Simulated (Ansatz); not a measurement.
Worked example: self-consistent single point of MgPd (P4mm, 2 atoms in the cell) in Ansatz (an electronic-structure program).

Level of theory: LDA (PW92), default PAW files made with PBE (plane waves; Ansatz).

```
CELL_PARAMETERS angstrom
      3.13960     0.00000     0.00000
      0.00000     3.13960     0.00000
      0.00000     0.00000     3.13960
ATOMIC_POSITIONS crystal
  Mg 0.00000 0.00000 0.01593
  Pd 0.50000 0.50000 0.50000
```

Reference input (self-consistent single point, DFT, LDA (PW92), plane waves, default PAW files made with PBE): basis.ecutwfc = 420 eV; kpoints.mp_grid.grid = 11 11 11; hamiltonian.xc = lda; hamiltonian.pseudopotentials = {kind: paw} (the program's default PAW files); scf.occupations.method = gaussian; scf.occupations.width = 0.1 eV. This run's input differs from it in these lines:

Ansatz 0.2 input:
```diff
@@ -9,3 +9,3 @@
 basis:
-  ecutwfc: 420.0
+  ecutwfc: 335.0
 kpoints:
```

The program printed (abridged):

```
SCF iter   1: F=—  HF=-8747.601881 eV  |F-HF|=—  |Δ(HF+E_count)|=         —  Δρ=1.15e-2  dr2=3.07e-2  ethr=1.77e-3  ⟨swp⟩=5.0  Hψ=10194  notcnv=0
all-band conjugate gradients solve this SCF's bands
preconditioner: auto → none
SCF iter   2: F=—  HF=-8747.592667 eV  |F-HF|=—  |Δ(HF+E_count)|=   9.21e-3  Δρ=4.94e-3  dr2=6.47e-3  ethr=1.10e-4  ⟨swp⟩=2.1  Hψ=4908  notcnv=0
SCF iter   3: F=—  HF=-8747.591007 eV  |F-HF|=—  |Δ(HF+E_count)|=   1.66e-3  Δρ=6.12e-4  dr2=3.80e-5  ethr=2.31e-5  ⟨swp⟩=3.0  Hψ=4110  notcnv=0
SCF iter   4: F=—  HF=-8747.591002 eV  |F-HF|=—  |Δ(HF+E_count)|=   4.99e-6  Δρ=1.30e-4  dr2=3.92e-6  ethr=1.36e-7  ⟨swp⟩=2.8  Hψ=4136  notcnv=0
iter 5 did not close the SCF: its close was put off for the readings that it lacked (scf_convergence_deferred on its scf_iter line)
SCF iter   5: F=-8747.591002 eV  HF=-8747.591002 eV  |F-HF|=3.91e-8  |Δ(HF+E_count)|=   2.05e-7  Δρ=1.74e-5  dr2=8.11e-8  ethr=1.40e-8  ⟨swp⟩=2.0  Hψ=2865  notcnv=0
SCF iter   6: F=-8747.591002 eV  HF=-8747.591002 eV  |F-HF|=6.18e-9  |Δ(HF+E_count)|=   3.45e-9  Δρ=5.00e-6  dr2=8.88e-9  ethr=2.90e-10  ⟨swp⟩=2.3  Hψ=7712  notcnv=0
SCF 1 converged in 6 iterations: F = -8747.591002 eV  dr2 = 8.88e-9
Free energy (F): -8747.591002 eV
Internal energy: -8747.585652 eV  (E = F + TS)
E sigma→0 (E₀):  -8747.588327 eV
Entropy (-TS):   -0.005350 eV (-2.675 meV/atom)
Fermi energy:    13.776915 eV
--- Forces (eV/Å), atoms counted from 1 ---
  atom   1  Mg     0.00000000     0.00000000    -0.20566916
  atom   2  Pd     0.00000000     0.00000000     0.20588746
--- Stress (GPa, compression-positive) ---
       -3.338914       0.000000       0.000000
        0.000000      -3.338914       0.000000
        0.000000       0.000000      -3.436389
  P = ⅓ Tr σ = -3.3714 GPa (-33.714 kbar)
  The stress holds the Pulay correction. Without it, at fixed plane waves, as pw.x and ABINIT print it: P = -6.0536 GPa
```

The run converged in 6 iterations. Against the reference run the free energy goes up by 19.5 meV/atom, the pressure goes from -3.49 to -3.37 GPa and the largest force hardly changes (0.207 to 0.206 eV/Å).

The starting cell comes from a database of computed structures (which also holds hypothetical and non-ambient phases and stackings), without a prior relaxation at this level. Its lattice was rescaled by up to half a per cent. One atom was moved a little off its site on purpose. Spin polarisation is off. Ansatz's pressure includes its estimate of the finite-basis (Pulay) stress. Without the estimate this run gives -6.05 GPa. The cutoff lies below the one recommended for these files.
